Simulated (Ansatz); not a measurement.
# SiC (model structure, started from the litharge type, P4/nmm, No. 129, 4 atoms in the cell): properties by level of theory

```csv
level (code),lattice parameter a (Å),c axis length (Å)
PBE (Ansatz),3.163,4.466
PBEsol (Ansatz),3.119,4.417
PBE-D3(BJ) (Ansatz),3.115,4.396
```

Ansatz's density-functional and Hartree–Fock values are scalar-relativistic unless marked +SOC, with PAW data made under PBE.

The computed numbers hold no vibrational or temperature effects.

A model structure was made by putting elements into a prototype or built by hand; it is no filed structure, need not be a known phase, and can be a saddle point held by its symmetry.

Ansatz is a program for electronic structure.
